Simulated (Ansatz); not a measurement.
The starting structures come from a database of crystals and need not be the phases stable at ambient conditions.

Tunnelling through a barrier is set by its complex band structure: the current falls as exp(−2κd) with the smallest κ.

Given:

```xyz
10
Lattice="6.1426 0.0000 0.0000 0.0000 8.6870 0.0000 3.0713 4.3435 3.0713" Properties=species:S:1:pos:R:3 pbc="T T T"
Ba     3.0713     2.1717     0.0000
Ba     3.0713     6.5152     0.0000
Ta     0.0000     4.3435     0.0000
Bi     0.0000     0.0000     0.0000
O      1.4176     4.3435     1.4176
O      1.6537     8.6870     1.6537
O      4.7250     4.3435     1.4176
O      4.4889     8.6870     1.6537
O      0.0000     2.3387     0.0000
O      0.0000     6.3483     0.0000
```

Space group of this cell: Fm-3m. The cell is taken as given; by r2SCAN its mean pressure is -4.0 GPa.

Transport runs along the normal of the first two printed cell vectors, the (110) plane of the conventional cell.

No gap correction and no spin-orbit coupling; mid-gap values are interpolated between computed energies.

### Question
Compute, with Ansatz (a first-principles code) with r2SCAN, the band gap and the smallest decay constant κ at mid-gap.

### Answer
Gap 3.04 eV on a 10×10×10 mesh; κ = 0.258 1/Å, at (0.500, 0.500) of the in-plane reciprocal vectors. At the zone centre, at the nearest computed energy, the slowest state has κ = 0.30 1/Å.
